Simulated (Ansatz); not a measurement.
Take WS$_{2}$ in the 2H-MoS2 type structure (space group P6_3/mmc, No. 194; layered, stacked along the Cartesian z axis) as the base.

```
WS2
1.0
    3.11489     0.00000     0.00000
   -1.55745     2.69758     0.00000
    0.00000     0.00000    11.77332
W S
2 4
Cartesian
  0.00000   1.79838   2.94333
  1.55745   0.89919   8.82999
  0.00000   1.79838   7.25777
  1.55745   0.89919   1.37111
  1.55745   0.89919   4.51555
  0.00000   1.79838  10.40221
```

Method: PBEsol-D3(BJ) (Ansatz, an electronic-structure program, PAW, no spin-orbit coupling), earlier PAW set.

The change: every W is replaced by Mo, then cell and atoms are relaxed.

Measured band gap: WS2 1.35 eV (room temperature; as listed in Carlos M. O. Bastos et al., Physical Review Materials (2019)); MoS2 1.23 eV (room temperature; as listed in Carlos M. O. Bastos et al., Physical Review Materials (2019)).

Measured lattice parameter a: WS2 3.153 Å (room temperature; as listed in arXiv:1605.07067); MoS2 3.16 Å (room temperature; as listed in arXiv:1605.07067).

How well does PBEsol-D3(BJ) reproduce the measured shift?

With PBEsol-D3(BJ) the band gap moves by -0.13 eV (0.66 → 0.52) against -0.12 eV measured; the lattice parameter a moves by -0.006 Å (3.115 → 3.109) against +0.007 Å measured, the wrong sign.

Spin-orbit coupling, missing from the scalar runs, can matter with W. Whether these cells are dynamically stable was not tested.
